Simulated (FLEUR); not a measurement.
Worked example: self-consistent single point of SrCd (Pm-3m, 2 atoms in the cell) in FLEUR.

Method of the run: PBEsol, all-electron FLAPW (FLEUR), scalar-relativistic valence in FLEUR.

The change in words: lattice scaled by 0.98. Reference geometry:
```
CELL_PARAMETERS angstrom
      4.06670     0.00000     0.00000
      0.00000     4.06670     0.00000
      0.00000     0.00000     4.06670
ATOMIC_POSITIONS crystal
  Sr 0.50000 0.50000 0.50000
  Cd 0.00000 0.00000 0.00000
```

Reference input (self-consistent single point, DFT, PBEsol, all-electron FLAPW (FLEUR), scalar-relativistic valence): Kmax = 3.8 1/bohr; GmaxXC = 15.2 1/bohr; xcFunctional = PBEs; jspins = 1; l_soc = F; mode = hist; fermiSmearingEnergy = 0.00367493 Htr; mesh (inpgen div1-3) = 11 11 11; inpgen gamma flag = false; Gmax = 15.2 1/bohr; numbands = 0; maxIterBroyd = 40. This run's input differs from it in these lines:

```diff
@@ -3,5 +3,5 @@
 &input film=f /
-7.6849567899 0.0000000000 0.0000000000
-0.0000000000 7.6849567899 0.0000000000
-0.0000000000 0.0000000000 7.6849567899
+7.5312578053 0.0000000000 0.0000000000
+0.0000000000 7.5312578053 0.0000000000
+0.0000000000 0.0000000000 7.5312578053
 1.0
@@ -44,5 +44,5 @@
          <bravaisMatrix>
-            <row-1>    7.6849567899000002     0.0000000000000000     0.0000000000000000</row-1>
-            <row-2>    0.0000000000000000     7.6849567899000002     0.0000000000000000</row-2>
-            <row-3>    0.0000000000000000     0.0000000000000000     7.6849567899000002</row-3>
+            <row-1>    7.5312578053000001     0.0000000000000000     0.0000000000000000</row-1>
+            <row-2>    0.0000000000000000     7.5312578053000001     0.0000000000000000</row-2>
+            <row-3>    0.0000000000000000     0.0000000000000000     7.5312578053000001</row-3>
          </bravaisMatrix>
```

The program printed (abridged):

```
 Iteration:     1   Distance:       4.18650121 me/bohr^3
 Iteration:     2   Distance:       3.69445906 me/bohr^3
 Iteration:     3   Distance:       1.82084789 me/bohr^3
 Iteration:     4   Distance:       0.66579244 me/bohr^3
 Iteration:     5   Distance:       0.33234172 me/bohr^3
   [... 5 lines left out ...]
 Iteration:    11   Distance:       0.00096977 me/bohr^3
 Iteration:    12   Distance:       0.00039022 me/bohr^3
 Iteration:    13   Distance:       0.00002877 me/bohr^3
 Iteration:    14   Distance:       0.00000450 me/bohr^3
 Run finished successfully
 Stop message:
   Structural relaxation: Done

[file out, last iteration]
             iter=     15
[...]
          total density-effective poten   -1.4366687283E+04
          total charge density-energy d   -2.5540273212E+02
 Updated energy parameters for spin:           1
[...]
 fermi energy and band-weighting factors:

[...]
FERMIE:
          first approx. to ef    (T=0)  :   0.219598 htr   (energy of the highest occ. eigenvalue)
          number of occ. states  (T=0)  :        779
          first approx. to seigv (T=0)  : -17.813510 htr
          sum of weights of occ. states :  14.002254
          sum of semicore charge        :   0.000000 e
FERHIS:  Fermi-Energy by histogram:
          bandgap                     :   0.000786 htr
   [... lines left out ...]
          charge neutrality (T=0)     :   0.004508    (zero if the highest occ. eigenvalue is "entirely" occupied)
     EF_NEWTON:  Adjust Fermi-Energy by Newton-Method.
 Direct bandgap for spin            1 :    7.3841044944084056E-003  Htr
 ---->    free energy=                     -8771.4000458689 htr
   [... lines left out ...]
      extrapolation for T->0
 ---->    total electron energy=           -8771.3991432502 htr
 ***** TOTAL FORCES ON ATOMS *****
 TOTAL FORCE FOR ATOM TYPE=  1  X=  3.766   Y=  3.766   Z=  3.766
                       FX_TOT= 0.000000 FY_TOT= 0.000000 FZ_TOT= 0.000000
 TOTAL FORCE FOR ATOM TYPE=  2  X=  0.000   Y=  0.000   Z=  0.000
                       FX_TOT= 0.000000 FY_TOT= 0.000000 FZ_TOT= 0.000000
 Structural relaxation: Done
```

The run converged in 14 iterations. FLEUR gives forces in its relaxation mode, with a further iteration, so its stop message speaks of a relaxation. 

The starting cell comes from a database of computed structures (which also holds hypothetical and non-ambient phases and stackings), without a prior relaxation at this level. Its lattice was rescaled by a random factor within 2.5 % of one. For this run, on top of that: lattice scaled by 0.98. Values depend on the basis (sphere radii, cutoffs, local orbitals), which need not be converged. The log's line on a gap gives a spacing of levels on this mesh, which the program prints for metals too.

These are the values that this program gave, and no reference: the default basis lacks the next d shell.

Cost on one core of a shared machine: roughly 3 min.
